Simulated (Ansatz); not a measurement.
Hops of point defects in rutile TiO2, each between lowest sites run for its defect: PBE bands (Ansatz, an electronic-structure program, plane waves to 420 eV, PAW, climbing-image NEB) beside the CHGNet universal potential on its own band (it has no charge state). Static nuclei, no finite-size correction. The rows are a random draw from the bands that converged and passed our checks of state and shape. Saddle orders were checked for a part of the study's bands only and are not shown. Vacancies start on their lattice site; split forms were not set up. Charge states are imposed.

| Row | Defect | Route | Hop (Å) | Cell and PBE mesh | CHGNet k-points | PBE barrier x (eV) | CHGNet barrier y (eV) |
|---|---|---|---|---|---|---|---|
| 1 | interstitial O, charge -2 | O moves farthest | 2.21 | 72 sites, one k-point at (0.250, 0.250, 0.250) | none | 1.07 | 0.83 |
| 2 | O vacancy, charge +2 | a nearby O jumps into the vacancy | 2.40 | 72 sites, one k-point at (0.250, 0.250, 0.250) | none | 0.83 | 0.98 |
| 3 | interstitial Li, charge +1 | Li moves farthest | 1.55 | 72 sites, one k-point at (0.250, 0.250, 0.250) | none | 0.08 | 0.04 |
| 4 | interstitial Mg, charge +2 | Mg moves farthest | 1.46 | 72 sites, one k-point at (0.250, 0.250, 0.250) | none | 0.25 | 0.25 |
| 5 | O vacancy, charge +2 | a nearby O jumps into the vacancy | 2.64 | 72 sites, one k-point at (0.250, 0.250, 0.250) | none | 1.04 | 0.91 |
| 6 | interstitial Cu, charge +1 | Cu moves farthest | 1.45 | 72 sites, one k-point at (0.250, 0.250, 0.250) | none | 0.05 | 0.02 |
| 7 | interstitial N, charge -1 | O moves farthest | 1.60 | 72 sites, one k-point at (0.250, 0.250, 0.250) | none | 0.90 | ? |

### Question
Fit a straight line y = a x + b to rows 1 to 6, predict row 7, and compare with the computed value.

### Answer
Means: x̄ = 0.553, ȳ = 0.505 eV. Sums: Sxx = 1.150, Sxy = 1.038 eV². So a = Sxy/Sxx = 0.903 and b = ȳ − a x̄ = 0.006 eV, with a scatter of 0.14 eV about the line. Row 7: 0.903 × 0.90 + 0.006 ≈ 0.82 eV. The computed CHGNet value is 0.23 eV, -0.59 eV from the line, beyond the scatter. The line only summarises these rows of one host.
